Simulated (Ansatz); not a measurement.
The starting structures come from a database of crystals and need not be the phases stable at ambient conditions.

By PBEsol, the system below comes out a metal.

The ballistic (Sharvin) conductance counts the channels at the Fermi level: G/A = (e²/h) × channels of both spins per area.

Data:

```yaml
crystal:
  lattice:
    - [3.79949, 0.00000, 0.00000]
    - [0.00000, 3.79949, 0.00000]
    - [0.00000, 0.00000, 7.24007]
  atoms:
    - { symbol: Y, position: [0.00000, 0.00000, 0.75000] }
    - { symbol: Y, position: [0.00000, 0.00000, 0.25000] }
    - { symbol: B, position: [0.78452, 0.50000, 0.00000] }
    - { symbol: B, position: [0.21548, 0.50000, 0.00000] }
    - { symbol: B, position: [0.50000, 0.78452, 0.50000] }
    - { symbol: B, position: [0.50000, 0.21548, 0.50000] }
    - { symbol: C, position: [0.50000, 0.81216, 0.00000] }
    - { symbol: C, position: [0.50000, 0.18784, 0.00000] }
    - { symbol: C, position: [0.18784, 0.50000, 0.50000] }
    - { symbol: C, position: [0.81216, 0.50000, 0.50000] }
```

The cell is taken as given; by PBEsol it stands under a pressure of -4.7 GPa.

The current flows along the normal of the first two printed cell vectors, the (001) plane of the conventional cell. No spin-orbit coupling; the value is a mean over 0.1 eV about the Fermi level.

### Question
Estimate the ballistic conductance per area that PBEsol in Ansatz (a program for electronic structure) returns for this system.

### Answer
0.52 × 10¹⁵ S/m² for both spins.
